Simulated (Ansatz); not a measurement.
Results of PBEsol (plane waves, PAW; Ansatz, a first-principles code) for C11b MoSi2.

Numerical settings: plane-wave cutoff 520 eV, 24×24×24 k mesh, Fermi–Dirac smearing 0.05 eV, no spin polarisation, scalar-relativistic PAW data made under PBE.

Energies at three volumes about the minimum:

| V (Å³/atom) | E − E_lowest (meV/atom) |
|---|---|
| 13.001 | 3.75 |
| 13.266 | 0.00 |
| 13.531 | 3.50 |

Q: Fit a parabola by hand: where is the minimum, and what is the bulk modulus?

A: Slopes: (0.00 − 3.75)/(13.266 − 13.001) = -14.151 and (3.50 − 0.00)/(13.531 − 13.266) = 13.208 meV/Å³. Curvature E″ = 2 × (13.208 − (-14.151))/(13.531 − 13.001) = 103.242 meV/Å⁶. From the middle of the first interval, the slope vanishes at V0 = 13.1335 − (-14.151)/103.242 = 13.271 Å³/atom. B = V0 E″ = 13.271 × 103.242 meV/Å³ × 0.1602 GPa per meV/Å³ = 220 GPa. The full Birch–Murnaghan fit to all volumes gives V0 = 13.266 Å³/atom and B0 = 219 GPa.

Shape and atoms are relaxed at each volume.

Measured, for comparison: bulk modulus 222 ± 2 GPa (room temperature, not corrected to a static lattice, B' = 4; as tabulated in Structural stability of MoSi2 and Mo5Si3 under high pressure, Chin. Phys. B 26 …). Computed less measured: bulk modulus -1.4 %.
